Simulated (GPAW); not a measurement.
Band structure of Lu (P6_3/mmc, 2 atoms in the cell).

```
Lu
1.0
    1.75000    -3.03109     0.00000
    1.75000     3.03109     0.00000
    0.00000     0.00000     5.55000
Lu
2
Direct
  0.33333   0.66667   0.25000
  0.66667   0.33333   0.75000
```

Level of theory: PBE, GPAW PAW datasets PBE (gpaw-data 1.0.1) (plane waves; GPAW).

Settings: mode = pw; ecut = 800 eV; xc = PBE; kpts = 10 10 6; mesh shift (steps) = 0 0 0; occupations.name = methfessel-paxton; occupations.width = 0.2 eV; occupations.order = 0; nbands = -8; symmetry.symmorphic = false; symmetry.tolerance = 0.0005; maxiter = 150; bandpath_npoints = 40.

The starting cell has typed, rounded lattice constants, without a prior relaxation at this level. Spin-orbit coupling is off.

Levels in eV from the Fermi level, bands 21 to 28:
```tsv
point	21	22	23	24	25	26	27	28
Γ	-4.83	-4.82	-4.81	-2.43	0.51	2.23	2.23	2.51
M	-4.84	-4.82	-2.33	-1.37	-0.82	-0.33	1.53	1.95
K	-4.84	-4.84	-0.96	-0.96	-0.61	-0.60	1.27	1.27
A	-4.82	-4.82	-4.41	-4.41	1.16	1.16	2.16	2.16
L	-4.84	-4.84	-2.08	-2.08	0.08	0.08	1.34	1.34
H	-4.84	-4.84	-0.56	-0.56	-0.44	-0.44	0.35	0.35
```

Bands cross the Fermi level along this path, so the cell is metallic at this level.
